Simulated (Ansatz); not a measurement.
A computed series for GaSb: carrier doping

The parent structure is GaSb in the zinc blende structure (space group F-43m, No. 216; a = 6.132 Å).

Carriers are added at fixed cell with a uniform background; the Fermi–Dirac width is that of 300 K.

All numbers come from r2SCAN, PAW, 500 eV (Ansatz, a quantum-chemistry and plane-wave program; no spin-orbit coupling).

Notes on the quantities. Fermi level from band edge: Fermi level relative to the doped band's edge (positive inside the band; to 0.05 eV).

| hole density (10^21 cm⁻³) | Fermi level from band edge (eV) |
|---|---|
| 1 | 0.35 |
| 3 | ? |
| 5 | 0.85 |
| 10 | 1.15 |

**Question.** Fit E_F = C n^s, fitted as a line in log–log form (a parabolic band gives s = 2/3) to the rows shown and predict the withheld row.

**Answer.** Least squares on the printed values gives C = 0.35 eV, s = 0.52 (largest residual 0.03 eV); this predicts 0.63 eV, and the run gives 0.65 eV, in agreement.

Carriers are added with a uniform compensating background; total energy and stress of such cells depend on the potential's zero and are not compared; many-body gap narrowing is missing at this level. Whether these cells are dynamically stable was not tested.
